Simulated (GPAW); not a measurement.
GPAW run on TbHg (Pm-3m, 2 atoms in the cell): self-consistent single point.

Level of theory: LDA (Perdew-Wang 92), GPAW PAW datasets LDA (gpaw-data 1.0.1) (plane waves; GPAW).

The change in words: lattice scaled by 0.98. Reference geometry:
```
CELL_PARAMETERS angstrom
      3.71131     0.00000     0.00000
      0.00000     3.71131     0.00000
      0.00000     0.00000     3.71131
ATOMIC_POSITIONS crystal
  Tb 0.50000 0.50000 0.50000
  Hg 0.00000 0.00000 0.00000
```
Moments meant for the start (each program seeds them in its own way; μB, in the order of the atoms Tb Hg): 6.0 0.0.

Reference input (self-consistent single point, DFT LDA (Perdew-Wang 92), plane waves, GPAW PAW datasets LDA (gpaw-data 1.0.1)): spinpol = true; mode = pw; ecut = 800 eV; xc = LDA; kpts = 6 6 6; mesh shift (steps) = 0 0 0; occupations.name = fermi-dirac; occupations.width = 0.1 eV; nbands = -8; symmetry.symmorphic = false; symmetry.tolerance = 0.0005; maxiter = 100. This run's input differs from it in these lines:

```diff
@@ -5,5 +5,5 @@
 atoms = Atoms(['Tb', 'Hg'],
-              cell=[[3.711310, 0.000000, 0.000000],
-                    [0.000000, 3.711310, 0.000000],
-                    [0.000000, 0.000000, 3.711310]],
+              cell=[[3.637084, 0.000000, 0.000000],
+                    [0.000000, 3.637084, 0.000000],
+                    [0.000000, 0.000000, 3.637084]],
               scaled_positions=[[0.500000, 0.500000, 0.500000],
```

The program printed (abridged):

```
     iter     time        total  log10-change:  magmom
                         energy   eigst   dens
iter:   1 --:--:--   -21.426362                   +5.8391
iter:   2 --:--:--   -10.819387   -0.76  -1.11    +3.3089
iter:   3 --:--:--   -10.976106   -1.25  -1.63    +3.9927
iter:   4 --:--:--   -11.038625   -2.38  -1.41    +3.6523
iter:   5 --:--:--   -14.101425   -2.35  -1.36    +6.3718
   [... 9 lines left out ...]
iter:  15 --:--:--   -11.153843   -2.35  -2.08    +5.5786
iter:  16 --:--:--   -12.728734   -1.93  -1.64    +5.5122
iter:  17 --:--:--   -10.828962   -1.71  -1.27    +5.6830
   [... lines left out ...]
iter: 100 --:--:--   -10.766795c  -5.76  -3.57    +5.9152

Did not converge!

Here are some tips:

1) Make sure the geometry and spin-state is physically sound.
2) Use less aggressive density mixing.
3) Solve the eigenvalue problem more accurately at each scf-step.
4) Use a smoother distribution function for the occupation numbers.
5) Try adding more empty states.
6) Use enough k-points.
7) Don't let your structure optimization algorithm take too large steps.
8) Solve the Poisson equation more accurately.
9) Better initial guess for the wave functions.

See details here:

    https://gpaw.readthedocs.io/documentation/convergence.html
Traceback (most recent call last):
   [... frames left out ...]
gpaw.KohnShamConvergenceError: Did not converge!  See text output for help.
```

The run ended unconverged after 100 iterations. 

The starting cell comes from a database of computed structures (which also holds hypothetical and non-ambient phases and stackings), without a prior relaxation at this level. For this run, on top of that: lattice scaled by 0.98.

Cost on one core of a shared machine: roughly 3 min.
